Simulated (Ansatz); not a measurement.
**InP: tensor shear ε_xy = +0.57 %**

The reference is InP in the zinc blende structure (space group F-43m, No. 216; a = 5.879 Å). Axes: x, y, z lie along the cube axes.

Modification: tensor shear ε_xy = +0.57 % (engineering shear γ = 0.0114), atoms relaxed at fixed cell.

Level of theory: Kohn–Sham DFT with the PBEsol functional, run in Ansatz (an electronic-structure program) with PAW and 420 eV plane waves, scalar-relativistic without spin-orbit coupling, earlier PAW set. Γ-centred 10×10×10 mesh, Fermi–Dirac width 0.05 eV.

| quantity | base | changed | shift |
|---|---|---|---|
| volume per atom | 25.40 Å³ | 25.40 Å³ | 0.00 Å³ |
| space group | F-43m (No. 216) | Imm2 (No. 44) | – |
| shortest interatomic distance | 2.546 Å | 2.543 Å | -0.003 Å |
| energy relative to the base (free energy F) | 0 meV/atom | +0.4 meV/atom | +0.4 meV/atom |
| pressure (mean of the normal stresses, compression positive) | 0.00 GPa | 0.00 GPa | 0.00 GPa |
| band gap | 0.57 eV | 0.53 eV | -0.04 eV |
| gap character | direct at Γ | direct at Γ | – |
| electron mass | 0.045 mₑ (at Γ) | 0.045 mₑ (at Γ) | – |
| valence-band top at Γ (three highest levels, from the VBM) | 0.00, 0.00, 0.00 eV | 0.00, -0.04, -0.08 eV | – |
| valley order (the lowest conduction-band minima on the path, energy above the VBM, named in the base's zone) | Γ 0.57 eV; L along ⟨111⟩ 1.38 eV; X along ⟨100⟩ 1.65 eV | Γ 0.53 eV; L along [1-11] 1.29 eV; L along [11-1] 1.39 eV; X along [001] 1.60 eV | – |
| stress (xx, yy, zz, yz, xz, xy; compression positive) | – | (0.01, 0.01, 0.00, 0.00, 0.00, -0.48) GPa | – |

Cost of the whole job for the changed cell (relaxation, final SCF and bands): roughly 70 core-seconds.

The cells carry an imposed strain or load. Effective masses come from finite differences of ±0.01 Å⁻¹. Stability against distortions was not tested. Labels are those of the standard path for the cell's own space group.
